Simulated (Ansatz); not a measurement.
The starting structures come from a database of crystals and need not be the phases stable at ambient conditions.

By PBEsol, the system below comes out a metal.

The ballistic (Sharvin) conductance counts the channels at the Fermi level: G/A = (e²/h) × channels of both spins per area.

Input:

```
Ag
1.0
    2.96935     0.00000     0.00000
   -1.48468     2.57153     0.00000
    0.00000     0.00000     9.46371
Ag
4
Direct
  0.00000   0.00000   0.00000
  0.00000   0.00000   0.50000
  0.33333   0.66667   0.25000
  0.66667   0.33333   0.75000
```

Space group of this cell: P6_3/mmc. The cell is strained (lengths across the current scaled by 1.02, ions clamped); by PBEsol its mean pressure is -7.5 GPa.

The current flows along the normal of the first two printed cell vectors, the (001) (indices of the unstrained crystal) plane of the conventional cell. No spin-orbit coupling; the value is a mean over 0.1 eV about the Fermi level.

Q: Compute, with Ansatz (a quantum-chemistry and plane-wave program) with PBEsol, the ballistic conductance per area.

A: 0.85 × 10¹⁵ S/m² for both spins.
